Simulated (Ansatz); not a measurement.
Band structure of RbCo₂As₂ (I4/mmm, 5 atoms in the cell).

```yaml
crystal:
  lattice:
    - [-1.84012, 1.84012, 6.99773]
    - [1.84012, -1.84012, 6.99773]
    - [1.84012, 1.84012, -6.99773]
  atoms:
    - { symbol: Rb, position: [0.00000, 0.00000, 0.00000] }
    - { symbol: Co, position: [0.75000, 0.25000, 0.50000] }
    - { symbol: Co, position: [0.25000, 0.75000, 0.50000] }
    - { symbol: As, position: [0.34152, 0.34152, 0.00000] }
    - { symbol: As, position: [0.65848, 0.65848, 0.00000] }
```

Method: PBEsol, PAW files made with PBE (plane waves; Ansatz, a quantum-chemistry and plane-wave program).

Settings: basis.ecutwfc = 420 eV; kpoints.mp_grid.grid = 7 7 7; hamiltonian.xc = pbesol; hamiltonian.pseudopotentials = {kind: paw} (the program's default PAW files); scf.occupations.method = fermi_dirac; scf.occupations.width = 0.1 eV; kpoints.band_path.npoints = 8.

The starting cell comes from a database of computed structures (which also holds hypothetical and non-ambient phases and stackings), without a prior relaxation at this level. Its lattice was rescaled by a random factor within 2.5 % of one. Spin polarisation is off; with an odd number of electrons in the cell that forces a metal, and a magnetic state may lie lower.

Levels in eV from the Fermi level, bands 34 to 41:
| point | 34 | 35 | 36 | 37 | 38 | 39 | 40 | 41 |
|---|---|---|---|---|---|---|---|---|
| Γ | -0.87 | -0.40 | -0.40 | -0.17 | 1.76 | 2.86 | 3.01 | 3.01 |
| X | -2.09 | -1.31 | -1.13 | -1.13 | -1.11 | 0.25 | 0.34 | 3.53 |
| Y | -2.03 | -1.36 | -1.13 | -1.06 | -1.05 | 0.28 | 0.34 | 3.60 |
| S | -1.78 | -1.52 | -1.40 | 0.67 | 1.18 | 1.79 | 2.32 | 2.99 |
| Z | -0.58 | -0.48 | -0.33 | -0.33 | -0.17 | 2.75 | 2.75 | 3.07 |
| S1 | -1.78 | -1.52 | -1.40 | 0.67 | 1.18 | 1.79 | 2.32 | 2.99 |
| N | -1.82 | -1.47 | -1.47 | 0.74 | 0.94 | 1.92 | 2.17 | 3.33 |
| P | -2.10 | -1.22 | -1.22 | -1.13 | -1.13 | 0.30 | 0.30 | 3.83 |
| Y1 | -2.03 | -1.36 | -1.13 | -1.06 | -1.05 | 0.28 | 0.34 | 3.60 |

Bands cross the Fermi level along this path, so the cell is metallic at this level.

Keys are those of Ansatz 0.2.
